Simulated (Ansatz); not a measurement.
Input:

```xyz
2
Lattice="0.0000 2.8297 2.8297 2.7740 0.0000 2.8297 2.7740 2.8297 0.0000" Properties=species:S:1:pos:R:3 pbc="T T T"
As     4.1609     4.2446     4.2446
Ga     0.0000     0.0000     0.0000
```

No spin polarisation.

A single point on GaAs with a change (uniaxial strain ε_xx = −1.97 %), its geometry relaxed with PBEsol.

Calculations: Ansatz (a quantum-chemistry and plane-wave program), r2SCAN, PAW, cutoff 500 eV, no spin-orbit coupling, earlier PAW set. Settings: 10×10×10 k-points, 0.05 eV Fermi–Dirac smearing.

Predict the hole mass.

0.057 mₑ along x, 0.32 mₑ across (at Γ).

What band gap does the calculation give?

1.08 eV.

What gap character does the calculation give?

Direct at Γ.

Single points use the geometry relaxed with PBEsol. Effective masses come from finite differences of ±0.01 Å⁻¹. Whether these cells are dynamically stable was not tested. The cell was made from GaAs in the zinc blende structure (space group F-43m, No. 216) by this change: uniaxial strain ε_xx = −1.97 %.
